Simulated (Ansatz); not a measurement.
Take CsPbCl3 in the cubic perovskite structure (space group Pm-3m, No. 221) as the base.

```
CsPbCl3
1.0
    5.67310     0.00000     0.00000
    0.00000     5.67310     0.00000
    0.00000     0.00000     5.67310
Cs Pb Cl
1 1 3
Cartesian
  0.00000   0.00000   0.00000
  2.83655   2.83655   2.83655
  0.00000   2.83655   2.83655
  2.83655   2.83655   0.00000
  2.83655   0.00000   2.83655
```

The values are results of r2SCAN, PAW, 500 eV (Ansatz, a first-principles code; spin-orbit coupling left out), not measurements.

For the base:

- Valley order = R along ⟨111⟩ 2.46 eV; Γ 3.99 eV

Now apply this change: a hydrostatic pressure of 3 GPa.

Estimate the effect on the valley order.

The valley order (the lowest conduction-band minima on the path, energy above the VBM, named in the base's zone) becomes R along ⟨111⟩ 1.97 eV; Γ 3.43 eV (base: R along ⟨111⟩ 2.46 eV; Γ 3.99 eV).

With Pb present, leaving out spin-orbit coupling can change the band edges. The levels and masses belong to the bands next to the band gap. Load acts through the strain it causes; cell and atoms are relaxed under it. No phonon test of stability was made. Many cubic perovskites are stable only at high temperature; tilts and polar distortions were not tested. This is not the structure that CsPbCl3 has at room temperature and ambient pressure.
